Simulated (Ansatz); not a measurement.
The starting structures come from a database of crystals and need not be the phases stable at ambient conditions.

 Where the default PAW files enter, the runs use the earlier of Ansatz's two default sets.

By PBEsol, the system below comes out a metal.

A figure of merit of an interconnect metal is its ballistic conductance per area.

Given:

```
CELL_PARAMETERS angstrom
      6.36502     0.00000     0.00000
      0.66417     9.27646     0.00000
     -2.85042     4.63823     3.36078
ATOMIC_POSITIONS crystal
  Ni 0.50267 0.89465 0.35680
  Ni 0.85413 0.74855 0.35680
  Ni 0.83658 0.26285 0.32182
  Ni 0.48524 0.41533 0.32182
  Ni 0.17395 0.58903 0.33584
  Ni 0.16189 0.07513 0.33584
  Ni 0.65639 0.16967 0.00140
  Ni 0.34501 0.82893 0.00140
  Ni 0.66241 0.99559 0.66610
  Ni 0.00369 0.33831 0.66610
  Ge 0.02246 0.97754 0.04492
  Ge 0.33727 0.36799 0.96800
  Ge 0.63073 0.66401 0.96800
  Ge 0.30074 0.19926 0.60148
  Ge 0.99778 0.80230 0.70484
  Ge 0.70706 0.49286 0.70484
```

Space group of this cell: C2. The cell is taken as given; by PBEsol its mean pressure is -5.8 GPa.

The current flows along the normal of the first two printed cell vectors. No spin-orbit coupling; the value is a mean over 0.1 eV about the Fermi level.

Problem. Compute, with Ansatz (a first-principles code) with PBEsol, the ballistic conductance per area.

Solution. 0.56 × 10¹⁵ S/m² for both spins.
